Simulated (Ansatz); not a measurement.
Take GaSb in the zinc blende structure (space group F-43m, No. 216; a = 6.111 Å) as the base. Axes: x, y, z lie along the cube axes.

Computed with plane-wave PAW DFT at the PBEsol level (Ansatz, a program for electronic structure, 420 eV), without spin-orbit coupling.

For the base:

```
Quantity                         Value
-----------------------------  -------
Shortest interatomic distance  2.646 Å
```

The change: biaxial strain +2.50 %, plane normal [111], relaxed out of plane (Cartesian); in-plane vectors clamped, the third vector and the atoms free.

Task: Predict the new energy relative to the base.

Result: The energy rises by 12 meV/atom.

Task: How does this affect the shortest interatomic distance?

Result: The shortest interatomic distance grows by 0.006 Å, from 2.646 Å to 2.652 Å.

Whether these cells are dynamically stable was not tested. All final runs are without spin polarisation.
